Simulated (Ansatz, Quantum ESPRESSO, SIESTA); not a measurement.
# Code comparison for LaOs2 (Fd-3m, 6 atoms in the cell)

Self-consistent single point.

```
CELL_PARAMETERS angstrom
      0.00000     3.79508     3.79508
      3.79508     0.00000     3.79508
      3.79508     3.79508     0.00000
ATOMIC_POSITIONS crystal
  La 0.75000 0.75000 0.75000
  La 0.50000 0.50000 0.50000
  Os 0.12500 0.62500 0.12500
  Os 0.12500 0.12500 0.12500
  Os 0.62500 0.12500 0.12500
  Os 0.12500 0.12500 0.62500
```

All programs got the same cell, k-point mesh and kind of occupations (in Ansatz's words: kpoints.mp_grid.grid = 7 7 7; scf.occupations.method = fermi_dirac; scf.occupations.width = 0.01 Ry); potentials, basis and cutoffs are each program's usual ones.

```json
[
 {"code": "Ansatz", "model": "PBEsol, PAW files made with PBE", "pressure (GPa)": "5.94", "k-points": "20", "cutoff": "default"},
 {"code": "SIESTA", "model": "GGA PBEsol, numerical atomic orbitals TZP, PseudoDojo PBEsol standard norm-conserving potentials (rewritten from UPF to PSML)", "pressure (GPa)": "11.43", "k-points": "172", "cutoff": "grid 400 Ry"},
 {"code": "Quantum ESPRESSO", "model": "PBEsol, GBRV 1.5 ultrasoft (PBESOL) pseudopotentials", "pressure (GPa)": "6.22", "k-points": "20", "cutoff": "40 Ry"}
]
```

The spread over the programs that give each value: pressure within 5.49 GPa.

The starting cell comes from a database of computed structures (which also holds hypothetical and non-ambient phases and stackings), without a prior relaxation at this level. Its lattice was rescaled by a random factor within 2.5 % of one. On Ansatz's run: Spin-orbit coupling is off. Spin polarisation is off. In the base run, with a pressure of about 6 GPa the cell is away from its equilibrium volume at this level.

Why do the programs differ, and what cannot be compared?

Differences of this kind can come from the potentials, where these differ, and from what each basis and cutoff leave unconverged. The zero of total energies and Fermi levels follows the potentials and each program's conventions, so they are not compared here. SIESTA uses small atom-centred bases, whose incompleteness enters pressures, forces and empty levels differently from a plane-wave cutoff. Ansatz's pressure is given at a fixed set of plane waves, as the other plane-wave codes print theirs; with its correction for the finite basis it is 6.00 GPa. Ansatz's smearing width was typed in Ry to four decimals, so it matches the others to a few per cent. The programs reduce the same mesh by symmetry to different extents, which changes the work and not the result. In the pressure, SIESTA (by 5.36) lies more than 1 GPa from the median of the plane-wave programs.

Left out of this page: ABINIT (stopped by limits of time or memory); Elk and FLEUR (not drawn, or without a comparable value).

Ansatz is a quantum-chemistry and plane-wave program.

Keys are those of Ansatz 0.2.
